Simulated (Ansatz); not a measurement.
Structures of equal composition on the (111) surface of fcc Ag: a layer of Ti in place of the second plane; a layer of Ti in place of the third plane. The slabs share one bottom face, and each structure is named by its start. These are constructed structures in small cells; real faces may alloy, dewet or reconstruct in larger ones, and not all known structures of the face are among them. Slabs of about 12 Å, Fermi-Dirac smearing of 0.1 eV. Bottom of the slabs: a bare face, its two planes held. Relaxed from the named starts with such symmetry as they have, on meshes of like density; energies extrapolated to zero smearing; spin only where a row says so; no spin-orbit coupling, no U. Brackets mark spin-polarised runs, whose order is one that fits the cell.

Level of theory: PBE (plane waves to 420 eV, PAW; Ansatz, a first-principles code).

**Question.** Put the candidates in order of energy per 1x1 cell, lowest first, for PBE.

**Answer.** a layer of Ti in place of the third plane (0.000 eV), a layer of Ti in place of the second plane (0.026 eV)
